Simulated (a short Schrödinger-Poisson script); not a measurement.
System: MOS inversion layer, SiO2 on p-type Si(100), at 300 K.

From the gate side: 1.3 nm SiO2; 200 nm Si, acceptors 2.3e18 cm⁻³.

The device is made up for the run: typed textbook-type constants, with dimensions and the other settings drawn at random. SiO2: permittivity 3.9, conduction-band edge (eV) 3.15, gap (eV) 9, electron mass (mₑ) 0.5. Si: permittivity 11.7, conduction-band edge (eV) 0, gap (eV) 1.124, Nv at 300 K (cm⁻³) 3.1e19.

Channel valleys (confinement mass, in-plane density-of-states mass, number): Δ2 0.916, 0.19, 2; Δ4 0.19, 0.417, 4. At the gate the conduction-band edge of layer 1 lies 3.3 eV − eVg above the Fermi level of the channel; the field vanishes at the back. Gaps are held at their typed values at every temperature. Mesh 0.03 nm at interfaces.

From a short Schrödinger-Poisson script (our own, NumPy): 1D Poisson equation in equilibrium, electrons quantum, Hartree (BenDaniel-Duke, 12 states a valley, the channel's in-plane mass for all, wave functions free to enter the dielectric), parabolic valleys, classical holes, full ionisation, no traps, pinning or gate leakage.

```tsv
Vg (V)	electrons (cm⁻²)	C (μF/cm²)	Δ2 E0 (meV from the Fermi level)	Δ4 E0 (meV from the Fermi level)
0.4	1.21e9	0.387	215.8	291.9
0.45	5.76e9	0.398	175.3	252.5
0.5	2.65e10	0.473	135.6	213.9
0.55	1.06e11	0.720	99.3	178.6
0.6	3.16e11	1.12	70.5	151.0
0.65	6.68e11	1.44	50.1	131.7
0.7	1.12e12	1.64	35.6	118.3
0.75	1.63e12	1.77	24.5	108.4
0.8	2.18e12	1.85	15.5	100.6
0.85	2.75e12	1.91	7.9	94.2
0.9	3.35e12	1.95	1.3	88.8
0.95	3.95e12	1.98	-4.6	84.0
1	4.57e12	2.01	-10.1	79.7
1.05	5.19e12	2.03	-15.1	75.8
1.1	5.83e12	2.05	-19.8	72.2
1.15	6.46e12	2.06	-24.2	68.9
1.2	7.11e12	2.08	-28.4	65.8
1.25	7.76e12	2.09	-32.4	62.9
1.3	8.41e12	2.10	-36.2	60.2
```

Gate voltages with under 1e9 electrons/cm² are left out.

Task: At Vg = 1.3 V the lowest Δ2 subband lies at -36.2 meV from the Fermi level. How many electrons does it hold, and what share of all?

Result: The two-dimensional density of states is g m/(πħ²) = 1.59e11 cm⁻² meV⁻¹ (both spins), kT = 25.9 meV, so n = D kT ln(1 + exp(−E/kT)) = 6.66e12 cm⁻², 0.79 of the 8.41e12 cm⁻² in all.

Task: Compare the slope of the sheet density between 1.2 and 1.3 V with the geometric capacitance of the layers between gate and channel.

Result: q Δn/ΔV = 2.08 μF/cm²; ε0/Σ(t/ε) = 2.66 μF/cm². The ratio is 0.78: the channel acts as a further capacitance in series.
